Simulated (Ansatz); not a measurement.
# Pressure series in Si

Base system: Si in the diamond structure (space group Fd-3m, No. 227).

```cif
data_Si8
_chemical_formula_sum 'Si8'
_space_group_name_H-M_alt 'Fd-3m :1'
_space_group_IT_number 227
_space_group_name_Hall 'F 4d 2 3 -1d'
_cell_length_a 5.47031
_cell_length_b 5.47031
_cell_length_c 5.47031
_cell_angle_alpha 90.000
_cell_angle_beta 90.000
_cell_angle_gamma 90.000
loop_
_atom_site_label
_atom_site_type_symbol
_atom_site_symmetry_multiplicity
_atom_site_Wyckoff_symbol
_atom_site_fract_x
_atom_site_fract_y
_atom_site_fract_z
_atom_site_occupancy
Si1 Si 8 b 0.50000 0.50000 0.50000 1
```
(The calculation used a cell of 2 atoms; values per cell refer to that cell.)

Cell and atoms are relaxed at each pressure.

Level of theory: DFT with PBE, PAW potentials and a 420 eV plane-wave cutoff in Ansatz (a quantum-chemistry and plane-wave program), no spin-orbit coupling.

```tsv
variant	band gap	electron mass	smallest direct gap	lattice parameter a
base	0.61 eV	0.94 mₑ along k, 0.20 mₑ across (off the special points)	2.55 eV	5.470 Å
pressure −2 GPa	0.65 eV	0.94 mₑ along k, 0.20 mₑ across (off the special points)	2.53 eV	5.513 Å
pressure −1 GPa	0.63 eV	0.93 mₑ along k, 0.20 mₑ across (off the special points)	2.55 eV	5.491 Å
pressure 0.9 GPa	0.60 eV	0.93 mₑ along k, 0.20 mₑ across (off the special points)	2.56 eV	5.452 Å
pressure 2.1 GPa	0.57 eV	0.94 mₑ along k, 0.20 mₑ across (off the special points)	2.56 eV	5.429 Å
pressure 4.5 GPa	0.53 eV	0.94 mₑ along k, 0.19 mₑ across (off the special points)	2.57 eV	5.387 Å
pressure 9 GPa	0.45 eV	0.94 mₑ along k, 0.19 mₑ across (off the special points)	2.58 eV	5.318 Å
pressure 15 GPa	0.36 eV	0.94 mₑ along k, 0.19 mₑ across (off the special points)	2.60 eV	5.241 Å
pressure 22.5 GPa	0.25 eV	0.95 mₑ along k, 0.18 mₑ across (off the special points)	2.61 eV	5.159 Å
pressure 30 GPa	0.15 eV	0.96 mₑ along k, 0.18 mₑ across (off the special points)	2.61 eV	5.091 Å
```

Load acts through the strain it causes; cell and atoms are relaxed under it. Effective masses come from finite differences of ±0.01 Å⁻¹. Along k means along the line from Γ to the band edge. Stability against distortions was not tested. Measured, Si leaves this structure (for the β-tin structure) near 12 GPa (room temperature; as listed in arXiv:1906.07825). The zero or small gap of Si under pressure 22.5 GPa and Si under pressure 30 GPa can change with the level of theory.
